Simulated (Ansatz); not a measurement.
# A short convergence ladder for NbH (I4/mmm, 2 atoms in the cell)

```xyz
2
Lattice="-1.5989 1.5989 1.9744 1.5989 -1.5989 1.9744 1.5989 1.5989 -1.9744" Properties=species:S:1:pos:R:3 pbc="T T T"
Nb     0.0000     0.0000     0.0000
H      0.0000     0.0000     1.9744
```

Base method: LDA (PW92), default PAW files made with PBE (plane waves; Ansatz, a first-principles code).

Base settings: basis.ecutwfc = 30.9 Ry; kpoints.mp_grid.grid = 14 14 14; hamiltonian.xc = lda; hamiltonian.pseudopotentials = {kind: paw} (the program's default PAW files); scf.occupations.method = fermi_dirac; scf.occupations.width = 0.0073 Ry.

**Zone-centre phonons against the cutoff**

In this ladder: phonons.method = dfpt.

The mesh stays at the base's, so the ladder's end is converged at best in this setting alone.

Frequencies are those of the unrelaxed cell, without the LO-TO term of polar crystals.

Only quantities that move along the ladder and can be compared are tabulated.

| basis.ecutwfc | highest zone-centre frequency (cm⁻¹) |
|---|---|
| 15.4 Ry | 1596.2 |
| 18.4 Ry | 1530.7 |
| 21.7 Ry | 1554.0 |
| 26.1 Ry | 1568.1 |
| 30.9 Ry | 1566.8 |
| 37.1 Ry | 1566.3 |
| 46.3 Ry | 1566.2 |

Coarsest basis.ecutwfc that holds the highest zone-centre frequency within 10 cm⁻¹ of the last step, with all finer ones: 26.1 Ry; the step before is off by 12 cm⁻¹.

On the base run: the starting cell comes from a database of computed structures (which also holds hypothetical and non-ambient phases and stackings), without a prior relaxation at this level. Its lattice was rescaled by up to half a per cent. Spin polarisation is off. In the base run, with a pressure of about -8 GPa the cell is away from its equilibrium volume at this level.

Keys are those of Ansatz 0.2.
